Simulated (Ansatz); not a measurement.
SrTiO3, response to strain

Take SrTiO3 in the cubic perovskite structure (space group Pm-3m, No. 221; a = 3.854 Å) as the base. Axes: x, y, z lie along the cube axes.

Strains are applied to the cell and any free atomic positions relax.

Calculations: LDA in Ansatz (plane waves to 420 eV, PAW, scalar-relativistic without spin-orbit coupling).

Notes on the quantities. energy relative to the base: free energy F.

| change | shortest interatomic distance | energy relative to the base | smallest direct gap |
|---|---|---|---|
| base | 1.927 Å | 0 meV/atom | 2.17 eV |
| uniaxial strain ε_zz = −3.00 % | 1.869 Å | +14 meV/atom | 2.12 eV |
| uniaxial strain ε_zz = −2.40 % | 1.881 Å | +8.5 meV/atom | 2.13 eV |
| uniaxial strain ε_zz = −1.80 % | 1.892 Å | +4.7 meV/atom | 2.15 eV |
| uniaxial strain ε_zz = −1.20 % | 1.904 Å | +2.0 meV/atom | 2.16 eV |
| uniaxial strain ε_zz = −0.60 % | 1.916 Å | +0.5 meV/atom | 2.17 eV |

No phonon test of stability was made. The final runs are not spin-polarised. Many cubic perovskites are stable only at high temperature; tilts and polar distortions were not tested.

Ansatz is a program for electronic structure.
